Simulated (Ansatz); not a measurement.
Take ZnAu in the CsCl type structure (space group Pm-3m, No. 221) as the base.

```xyz
2
Lattice="3.1286 0.0000 0.0000 0.0000 3.1286 0.0000 0.0000 0.0000 3.1286" Properties=species:S:1:pos:R:3 pbc="T T T"
Zn     1.5643     1.5643     1.5643
Au     0.0000     0.0000     0.0000
```

Calculations: PBEsol in Ansatz (plane waves to 420 eV, PAW, no SOC).

One change was made to it. Results:

```json
[
 {"quantity": "shortest interatomic distance", "base": "2.709 Å", "after": "2.661 Å"},
 {"quantity": "density", "base": "14.23 g/cm³", "after": "15.02 g/cm³"}
]
```

Which of these changes matches the shifts?
(A) pressure −1 GPa
(B) pressure 22.5 GPa
(C) pressure 2.1 GPa
(D) pressure 9 GPa

D, pressure 9 GPa. For comparison, the shortest interatomic distance in the other runs: pressure −1 GPa gives 2.716 Å; pressure 22.5 GPa gives 2.607 Å; pressure 2.1 GPa gives 2.697 Å.

Load acts through the strain it causes; cell and atoms are relaxed under it. No phonon test of stability was made. No other phases were tried under pressure.

Ansatz is a program for electronic structure.
